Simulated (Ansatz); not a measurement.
Reference: Ca₂Si (Fm-3m), PBEsol, rigid bands (plane waves, PAW, scalar-relativistic; Ansatz, a first-principles code); axes and stresses refer to this cell.

```
Ca2Si
1.0
    0.00000     3.54599     3.54599
    3.54599     0.00000     3.54599
    3.54599     3.54599     0.00000
Ca Si
2 1
Cartesian
  5.31899   5.31899   5.31899
  1.77300   1.77300   1.77300
  0.00000   0.00000   0.00000
```

- Seebeck coefficient, n-type 1e19 cm⁻³ = -279 μV/K
- Seebeck coefficient, p-type 1e19 cm⁻³ = 587 μV/K
- band gap = 0.47 eV

Change: functional r2SCAN on the same cell. What happens to Seebeck coefficient, n-type 1e19 cm⁻³, Seebeck coefficient, p-type 1e19 cm⁻³, band gap?

Seebeck coefficient, n-type 1e19 cm⁻³ increases in size to -291 μV/K; Seebeck coefficient, p-type 1e19 cm⁻³ rises to 610 μV/K; band gap goes up to 0.74 eV.

Seebeck coefficients are for the stated density at 300 K, with one relaxation time for all states and whether or not that doping can be reached. Spin-orbit coupling is left out unless a row names it. 

Computed structure with no diffraction record at hand here (it may be known, metastable or hypothetical): Ca2Si (Fm-3m).
